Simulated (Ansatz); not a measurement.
The starting structures come from a database of crystals and need not be the phases stable at ambient conditions.

Consider the following.

```xyz
2
Lattice="4.1195 0.0000 0.0000 0.0000 4.1195 0.0000 2.0598 -2.0598 2.9724" Properties=species:S:1:pos:R:3 pbc="T T T"
Mg     0.0000     0.0000     0.0000
Te     2.0598     2.0598     0.0000
```

Space group of this cell: I4/mmm. The cell is strained (lengths across the current scaled by 0.98, ions clamped); by PBEsol its mean pressure is 1.1 GPa.

Transport runs along the normal of the first two printed cell vectors, the (001) (indices of the unstrained crystal) plane of the conventional cell.

The gap is the functional's own, uncorrected, and κ follows it; spin-orbit coupling is left out. Mid-gap values are interpolated between the computed energies.

Give the band gap and the smallest decay constant κ at mid-gap that Ansatz (an electronic-structure program) with PBEsol yields.

Gap 0.35 eV on a 10×10×10 mesh; κ = 0.076 1/Å, at the zone centre.
